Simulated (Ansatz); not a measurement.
TaAgO3 (Pm-3m, No. 221, 5 atoms in the cell; start mp-1187189) was calculated with PBEsol (Ansatz, a first-principles code, plane waves, PAW).

Run with plane-wave cutoff 520 eV, 8×8×8 k mesh, Fermi–Dirac smearing 0.01 eV, no spin polarisation, scalar-relativistic PAW data made under PBE.

Cell (relaxed with PBEsol):

```yaml
crystal:
  lattice:
    - [3.95145, 0.00000, 0.00000]
    - [0.00000, 3.95145, 0.00000]
    - [0.00000, 0.00000, 3.95145]
  atoms:
    - { symbol: Ta, position: [0.00000, 0.00000, 0.00000] }
    - { symbol: Ag, position: [0.50000, 0.50000, 0.50000] }
    - { symbol: O, position: [0.00000, 0.00000, 0.50000] }
    - { symbol: O, position: [0.50000, 0.00000, 0.00000] }
    - { symbol: O, position: [0.00000, 0.50000, 0.00000] }
```

Give the computed band gap, smallest direct gap on the k points sampled and direct gap at Γ.


band gap: 1.62 eV
smallest direct gap on the k points sampled: 2.19 eV
direct gap at Γ: 2.73 eV

Spin–orbit coupling is not included.

The computed numbers hold no vibrational or temperature effects.

A start named mp-… is a Materials Project structure, which need not be a measured phase.
